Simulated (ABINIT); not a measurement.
A self-consistent single point of LaH3 (I4mm, 4 atoms in the cell) with ABINIT.

Method: LDA (PW92), PAW (JTH v2.0 LDA PAW) (plane waves; ABINIT 10.0.3).

The change in words: lattice scaled by 0.98; ngkpt: 4 4 4 → 12 12 12. Reference geometry:
```
LaH3
1.0
   -1.86769     1.86769     3.04058
    1.86769    -1.86769     3.04058
    1.86769     1.86769    -3.04058
La H
1 3
Direct
  0.00822   0.00822   0.00000
  0.75000   0.25000   0.50000
  0.25000   0.75000   0.50000
  0.50000   0.50000   0.00000
```

Reference input (self-consistent single point, DFT, LDA (PW92), plane waves, PAW (JTH v2.0 LDA PAW)): pseudos = [La.LDA_PW-JTH.xml, H.LDA_PW-JTH.xml]; ecut = 816 eV; pawecutdg = 1633 eV; pawxcdev = 0; occopt = 3; tsmear = 0.00073499 Ha; ngkpt = 4 4 4; nshiftk = 1; shiftk = 0 0 0; potentials = JTH v2.0 LDA PAW; nband = 12; kptopt = 1. This run's input differs from it in these lines:

```diff
@@ -5,5 +5,5 @@
 rprim
-        -3.5294131371    3.5294131371    5.7458653497
-         3.5294131371   -3.5294131371    5.7458653497
-         3.5294131371    3.5294131371   -5.7458653497
+        -3.4588243074    3.4588243074    5.6309473247
+         3.4588243074   -3.4588243074    5.6309473247
+         3.4588243074    3.4588243074   -5.6309473247
 natom 4
@@ -24,3 +24,3 @@
 kptopt 1
-ngkpt 4 4 4
+ngkpt 12 12 12
 nshiftk 1
```

Log, with long lists cut:

```
--- !BeginCycle
solver: {iscf: 17, nstep: 50, nline: 4, wfoptalg: 10, }
tolerances: {tolvrs: 1.00E-12, }
...

     iter   Etot(hartree)      deltaE(h)  residm     nres2
 ETOT  1  -33.681068478888    -3.368E+01 6.390E-01 1.303E+01
 ETOT  2  -34.002158096270    -3.211E-01 2.233E-02 2.948E+00
 ETOT  3  -33.999430633743     2.727E-03 5.738E-03 1.829E-01
 ETOT  4  -33.999301949482     1.287E-04 4.126E-03 4.481E-02
 ETOT  5  -33.999256810449     4.514E-05 1.699E-03 1.142E-03
   [... 5 lines left out ...]
 ETOT 11  -33.999257684926     5.684E-14 1.447E-04 4.010E-11
 ETOT 12  -33.999257684927    -1.563E-13 1.996E-04 2.916E-11
 ETOT 13  -33.999257684926     1.279E-13 1.039E-04 1.197E-12
 ETOT 14  -33.999257684927    -7.105E-14 1.318E-04 2.154E-13
 At SCF step   14       nres2   =  2.15E-13 < tolvrs=  1.00E-12 =>converged.

 Cartesian components of stress tensor (hartree/bohr^3)
  sigma(1 1)= -9.74331019E-05  sigma(3 2)=  0.00000000E+00
  sigma(2 2)= -9.74331019E-05  sigma(3 1)=  0.00000000E+00
  sigma(3 3)= -5.90285391E-05  sigma(2 1)=  0.00000000E+00

 ----iterations are completed or convergence reached----

 reduced coordinates (array xred) for    4 atoms
       0.008222000000      0.008222000000      0.000000000000
       0.750000000000      0.250000000000      0.500000000000
       0.250000000000      0.750000000000      0.500000000000
       0.500000000000      0.500000000000      0.000000000000
 cartesian forces (eV/Angstrom) at end:
    1     -0.00000000000000    -0.00000000000000    -0.19909829908991
   [... lines left out ...]
 Fermi (or HOMO) energy (hartree) =   0.16259   Average Vxc (hartree)=  -0.40364
 Fermi (or HOMO) energy (eV) =   4.42441   Average Vxc (eV)= -10.98358
   [... lines left out ...]
'-kT*entropy'       : -2.10697521587996E-07
total_energy        : -3.39992576198648E+01
total_energy_eV     : -9.25166850049170E+02
...

-Cartesian components of stress tensor (GPa)         [Pressure=  2.4899E+00 GPa]
- sigma(1 1)= -2.86658034E+00  sigma(3 2)=  0.00000000E+00
- sigma(2 2)= -2.86658034E+00  sigma(3 1)=  0.00000000E+00
- sigma(3 3)= -1.73667929E+00  sigma(2 1)=  0.00000000E+00

 Calculation completed.
```

The run converged in 14 iterations. Against the reference run the free energy falls by 10.6 meV/atom, the pressure goes from -2.55 to 2.49 GPa, the largest force goes from 0.116 to 0.199 eV/Å and the gap on the mesh goes from 0.236 to 0.184 eV.

The starting cell comes from a database of computed structures (which also holds hypothetical and non-ambient phases and stackings), without a prior relaxation at this level. Its lattice was rescaled by up to half a per cent. One atom was moved a little off its site on purpose. For this run, on top of that: lattice scaled by 0.98.

Cost on one core of a shared machine: roughly 4 min.
